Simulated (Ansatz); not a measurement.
# LaAg (within 0.1 Å of Pm-3m, No. 221; cell taken from a computed entry)

The numbers are results of LDA (plane waves, PAW; Ansatz, a first-principles code), not measurements.

Numerical settings: plane-wave cutoff 500 eV, 14×14×14 k mesh, Fermi–Dirac smearing 0.1 eV, no spin polarisation, scalar-relativistic PAW data made under PBE.

Cell: relaxed at this level.

| Quantity | Result |
|---|---|
| volume per atom | 25.46 Å³/atom |
| band gap | zero (no gap) |

Spin–orbit coupling is not included.

Computed values are for the static lattice.

Computing time: very roughly 2.0 core-minutes.
